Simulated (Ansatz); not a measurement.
## What isotropic strain −1.00 % does to Ir

Start from Ir in the fcc (Cu type) structure (space group Fm-3m, No. 225; a = 3.845 Å; relaxed with 0.1 eV smearing).

Now apply this change: every lattice vector is shortened by 1.00 %; the atoms relax in the strained cell.

Calculations: r2SCAN in Ansatz (plane waves to 500 eV, PAW, without spin-orbit coupling). k-mesh 29×29×29 (Γ-centred); smearing 0.1 eV (Fermi–Dirac).

Volume per atom: 13.79 Å³ (base 14.21 Å³)
Space group: Fm-3m (No. 225) (base Fm-3m (No. 225))
Shortest interatomic distance: 2.692 Å (base 2.719 Å)
Energy relative to the base (free energy F): +16 meV/atom
Pressure: 12.2 GPa (base 0.0 GPa)
Band gap: zero (base zero)

Final structure:

```yaml
crystal:
  lattice:
    - [0.00000, 1.90328, 1.90328]
    - [1.90328, 0.00000, 1.90328]
    - [1.90328, 1.90328, 0.00000]
  atoms:
    - { symbol: Ir, position: [0.00000, 0.00000, 0.00000] }
```

Whether these cells are dynamically stable was not tested. The final runs are not spin-polarised.

Ansatz is a first-principles code.
